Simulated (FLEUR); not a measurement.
# FLEUR run on LaSi2Ir2 (I4/mmm, 5 atoms in the cell): self-consistent single point

Method: PBEsol, all-electron FLAPW (FLEUR), scalar-relativistic valence run with FLEUR.

This input was run:

Input of the input generator:

```
La(SiIr)2 crystal
&input film=f /
-0.3475795388 0.3475795388 0.8708483958
0.3475795388 -0.3475795388 0.8708483958
0.3475795388 0.3475795388 -0.8708483958
11.2266452155
1.0 1.0 1.0

5
57 0.0000000000 0.0000000000 0.0000000000
14 0.6290400000 0.6290400000 0.0000000000
14 0.3709600000 0.3709600000 0.0000000000
77 0.2500000000 0.7500000000 0.5000000000
77 0.7500000000 0.2500000000 0.5000000000

&comp jspins=1 /
&exco xctyp='PBEs' /
&kpt div1=9 div2=9 div3=9 /
&end /
```

```xml
<?xml version="1.0" encoding="UTF-8" standalone="no"?>
<fleurInput fleurInputVersion="0.39">
   <comment>
      La(SiIr)2 crystal                                                                                   
   </comment>
   <calculationSetup>
      <cutoffs Kmax="3.9" Gmax="15.6" GmaxXC="15.6" numbands="0"/>
      <scfLoop itmax="80" minDistance="0.00001" maxIterBroyd="15" imix="Anderson" alpha="0.05" precondParam="0.0" spinf="2.0"/>
      <coreElectrons ctail="T" frcor="F" kcrel="0" coretail_lmax="0"/>
      <xcFunctional name="PBEs" relativisticCorrections="F"/>
      <magnetism jspins="1"/>
      <soc l_soc="F" theta="0.0" phi="0.0" spav="F"/>
      <expertModes spex="0" secvar="F"/>
      <geometryOptimization l_f="T" forcealpha="1.0" forcemix="BFGS" epsdisp="0.00001" epsforce="0.00001"/>
      <ldaU l_linMix="F" mixParam="0.05" spinf="1.0"/>
   </calculationSetup>
   <cell>
      <bzIntegration valenceElectrons="49.0" mode="gauss" fermiSmearingEnergy="0.00999582">
         <kPointListSelection listName="default-1"/>
         <!-- k-points included here -->
         <xi:include xmlns:xi="http://www.w3.org/2001/XInclude" href="kpts.xml"> </xi:include>
      </bzIntegration>
      <!-- symmetry operations included here -->
      <xi:include xmlns:xi="http://www.w3.org/2001/XInclude" href="sym.xml"> </xi:include>
      <bulkLattice scale="1.0">
         <bravaisMatrix>
            <row-1>   -3.9021521662747163     3.9021521662747163     9.7767059761339201</row-1>
            <row-2>    3.9021521662747163    -3.9021521662747163     9.7767059761339201</row-2>
            <row-3>    3.9021521662747163     3.9021521662747163    -9.7767059761339201</row-3>
         </bravaisMatrix>
      </bulkLattice>
   </cell>
   <atomSpecies>
      <species name="Lanthanum (La)" element="La" atomicNumber="57">
         <mtSphere radius="2.68" gridPoints="925" logIncrement="0.014"/>
         <atomicCutoffs lmax="10" lnonsphr="8"/>
         <electronConfig flipSpins="F">
            <coreConfig>(1s1/2) (2s1/2) (2p1/2) (2p3/2) (3s1/2) (3p1/2) (3p3/2) (4s1/2) (3d3/2) (3d5/2) (4p1/2) (4p3/2) (4d3/2) (4d5/2)</coreConfig>
            <valenceConfig>(5s1/2) (5p1/2) (5p3/2) (6s1/2) (5d3/2) (5d5/2)</valenceConfig>
            <stateOccupation state="(5d3/2)" spinUp="0.2" spinDown="0.2"/>
            <stateOccupation state="(5d5/2)" spinUp="0.3" spinDown="0.3"/>
         </electronConfig>
         <energyParameters s="6" p="6" d="5" f="4"/>
         <lo type="SCLO" l="0" n="5" eDeriv="0"/>
         <lo type="SCLO" l="1" n="5" eDeriv="0"/>
      </species>
      <species name="Silicon (Si)" element="Si" atomicNumber="14">
         <mtSphere radius="1.68" gridPoints="583" logIncrement="0.019"/>
         <atomicCutoffs lmax="6" lnonsphr="4"/>
         <electronConfig flipSpins="F">
            <coreConfig>(1s1/2) (2s1/2) (2p1/2) (2p3/2)</coreConfig>
            <valenceConfig>(3s1/2) (3p1/2) (3p3/2)</valenceConfig>
            <stateOccupation state="(3p1/2)" spinUp="0.3333333333333" spinDown="0.3333333333333"/>
            <stateOccupation state="(3p3/2)" spinUp="0.6666666666667" spinDown="0.6666666666667"/>
         </electronConfig>
         <energyParameters s="3" p="3" d="3" f="4"/>
      </species>
      <species name="Iridium (Ir)" element="Ir" atomicNumber="77">
         <mtSphere radius="2.58" gridPoints="889" logIncrement="0.015"/>
         <atomicCutoffs lmax="10" lnonsphr="8"/>
         <electronConfig flipSpins="F">
            <coreConfig>(1s1/2) (2s1/2) (2p1/2) (2p3/2) (3s1/2) (3p1/2) (3p3/2) (4s1/2) (3d3/2) (3d5/2) (4p1/2) (4p3/2) (5s1/2) (4d3/2) (4d5/2) (4f5/2) (4f7/2)</coreConfig>
            <valenceConfig>(5p1/2) (5p3/2) (6s1/2) (5d3/2) (5d5/2)</valenceConfig>
            <stateOccupation state="(5d3/2)" spinUp="1.4" spinDown="1.4"/>
            <stateOccupation state="(5d5/2)" spinUp="2.1" spinDown="2.1"/>
         </electronConfig>
         <energyParameters s="6" p="6" d="5" f="5"/>
         <lo type="SCLO" l="1" n="5" eDeriv="0"/>
      </species>
   </atomSpecies>
   <atomGroups>
      <atomGroup species="Lanthanum (La)">
         <relPos label="                   1">.0000000000 .0000000000 .0000000000</relPos>
         <force calculate="T" relaxXYZ="TTT"/>
      </atomGroup>
      <atomGroup species="Silicon (Si)">
         <relPos label="                   2">-.3709600000 -.3709600000 .0000000000</relPos>
         <relPos label="                   3">.3709600000 .3709600000 .0000000000</relPos>
         <force calculate="T" relaxXYZ="TTT"/>
      </atomGroup>
      <atomGroup species="Iridium (Ir)">
         <relPos label="                   4">1.000/4.000 -1.000/4.000 1.000/2.000</relPos>
         <relPos label="                   5">-1.000/4.000 1.000/4.000 1.000/2.000</relPos>
         <force calculate="T" relaxXYZ="TTT"/>
      </atomGroup>
   </atomGroups>
   <output dos="F" band="F" slice="F">
      <checks vchk="F" cdinf="F"/>
      <bandDOS minEnergy="-.5*Htr" maxEnergy="0.5*Htr" sigma="0.015" storeEVData="T"/>
      <vacuumDOS vacdos="F" integ="F" star="F" nstars="0" locx1="0.0" locy1="0.0" locx2="0.0" locy2="0.0" nstm="0" tworkf="0.0"/>
      <unfoldingBand unfoldBand="F" supercellX="1" supercellY="1" supercellZ="1"/>
      <plotting iplot="0" polar="F">
         <plot TwoD="T" vec1="  1.0  0.0  0.0" vec2="  0.0  1.0  0.0" vec3="  0.0  0.0  1.0" zero="  0.0  0.0  0.0" file="plot"/>
      </plotting>
      <chargeDensitySlicing numkpt="0" minEigenval="0.0" maxEigenval="0.0" nnne="0" pallst="F"/>
      <specialOutput eonly="F"/>
      <magneticCircularDichroism mcd="F" energyLo="-10.0" energyUp="0.0"/>
   </output>
  <!-- We include the file relax.xml here to enable relaxations (see documentation) -->
  <xi:include xmlns:xi="http://www.w3.org/2001/XInclude" href="relax.xml"> <xi:fallback/> </xi:include>
</fleurInput>
```

The program printed (abridged):

```
      Welcome to FLEUR        (www.flapw.de)
      MaX-Release 8.1          (www.max-centre.eu)

 ========== k-point set info ==========
 Selected k-point list: default-1
 k-point list type: mesh
 9 x 9 x 9
 Number of k points: 75

 ------------Calculation Setup---------------------------
           1           3           5          15          25          75
 Number of basis functions:          635
 Iteration:     1   Distance:      10.71149816 me/bohr^3
 Iteration:     2   Distance:      10.05939252 me/bohr^3
 Iteration:     3   Distance:       4.32651434 me/bohr^3
 Iteration:     4   Distance:       2.98773361 me/bohr^3
 Iteration:     5   Distance:       2.64277264 me/bohr^3
 Iteration:     6   Distance:       0.55539441 me/bohr^3
   [... 9 lines left out ...]
 Iteration:    16   Distance:       0.00016822 me/bohr^3
 Iteration:    17   Distance:       0.00008997 me/bohr^3
 Iteration:    18   Distance:       0.00005653 me/bohr^3
 Iteration:    19   Distance:       0.00001290 me/bohr^3
 Iteration:    20   Distance:       0.00000681 me/bohr^3
 Reset of history
 Run finished successfully
 Stop message:
   Structural relaxation: new displacements generated

[file out, last iteration]
             iter=     21
          p o t e n t i a l   g e n e r a t o r
[...]
          integral of pseudo charge density inside the slab=        0.000000   0.000000
     coulomb potential in the interstitial region:
          density-coulomb potential integrals
          total density-coulomb potenti   -76583.5610359848
          density-effective potential integrals for spin  1
          total density-effective poten   -7.7807645707E+04
          charge density-energy density integrals
          total charge density-energy d   -9.2994383893E+02
 Updated energy parameters for spin:           1
  Atom    1 6s branch from -0.58 to  3.05 htr. ; e_l =  0.3965
  Atom    1 6p branch from  0.16 to  3.79 htr. ; e_l =  0.5034
  Atom    1 5d branch from -3.07 to  1.31 htr. ; e_l =  0.4804
  Atom    1 4f branch from -9.99 to  0.63 htr. ; e_l =  0.5634
  Atom    1 5s branch from -9.03 to -0.58 htr. ; e_l(l -0.7089
  Atom    1 5p branch from -6.59 to  0.16 htr. ; e_l(l -0.1215
  Atom    2 3s branch from -4.42 to  2.99 htr. ; e_l = -0.1176
  Atom    2 3p branch from -2.81 to  3.41 htr. ; e_l =  0.0282
  Atom    2 3d branch from -9.99 to  3.33 htr. ; e_l =  0.2002
  Atom    2 4f branch from -9.99 to  6.79 htr. ; e_l =  0.3626
  Atom    3 6s branch from -2.92 to  1.54 htr. ; e_l =  0.2470
  Atom    3 6p branch from -1.31 to  2.41 htr. ; e_l =  0.4045
  Atom    3 5d branch from -9.99 to  0.62 htr. ; e_l =  0.3559
  Atom    3 5f branch from -1.62 to  2.52 htr. ; e_l =  0.6887
  Atom    3 5p branch from-17.53 to -1.31 htr. ; e_l(l -1.3755
[...]
 fermi energy and band-weighting factors:
at   0.44444   0.55556  -0.44444   k-weight:    0.005487
   38 eigenvalues :
   -1.345250   -1.345233   -1.338929   -1.338911   -1.334730   -1.333315   -0.708488   -0.122676
   -0.111913   -0.109229    0.101708    0.121101    0.248322    0.275547    0.277460    0.283204
    0.320151    0.333519    0.351624    0.362628    0.422054    0.433387    0.443441    0.480049
   [... lines left out ...]
          first approx. to ef    (T=0)  :   0.474982 htr   (energy of the highest occ. eigenvalue)
          total moment                 =     0.00000
 Direct bandgap for spin            1 :    2.3450540449976631E-002  Htr
   [... lines left out ...]
          valence density: spin= 1
[...]
     l-like charge
     atom     s        p        d        f        total
 -->  1    2.01505  5.54406  0.66543  0.14316    8.37276
 -->  2    0.46024  0.49644  0.06255  0.00382    1.02353
 -->  3    0.55775  6.51048  6.82630  0.04933   13.95635
          total charge for spin  1=   49.000000
          interst. charge =      10.667474
          mt charge=              8.372765    1.023531   13.956350
          total charge  =   49.000000
          z= 57.     r(1)=  0.645805E-05     dx= 0.014000     m.t.index= 925
               n    l     j    energy       weight
               1.   0.   0.5-1421.5307      2.0000
               2.   0.   0.5 -225.5895      2.0000
               2.   1.   0.5 -212.7324      2.0000
   [... 11 lines left out ...]
          atom type    1  (spin 1)
          kinetic energy=  0.903479930227E+04     sum of the eigenvalues= -0.522923907290E+04
          0.00042897  electrons lost from core.
   [... 2 blocks of this kind left out ...]

          total charge for spin  1=  239.000000
          interst. charge =      10.706297
          mt charge=             54.372337   11.005315   75.955368
          total charge  =  239.000000
          zc=   239.000000     qfix=    1.000000
     t o t a l  e n e r g y
          sum of eigenvalues =            -27442.316367848
```

The run converged in 20 iterations. FLEUR gives forces in its relaxation mode, with a further iteration, so its stop message speaks of a relaxation.

The starting cell comes from a database of computed structures (which also holds hypothetical and non-ambient phases and stackings), without a prior relaxation at this level. Spin-orbit coupling is off. Spin polarisation is off. Values depend on the basis (sphere radii, cutoffs, local orbitals), which need not be converged. The log's line on a gap gives a spacing of levels on this mesh, which the program prints for metals too.

Cost on one core of a shared machine: roughly 5 min.
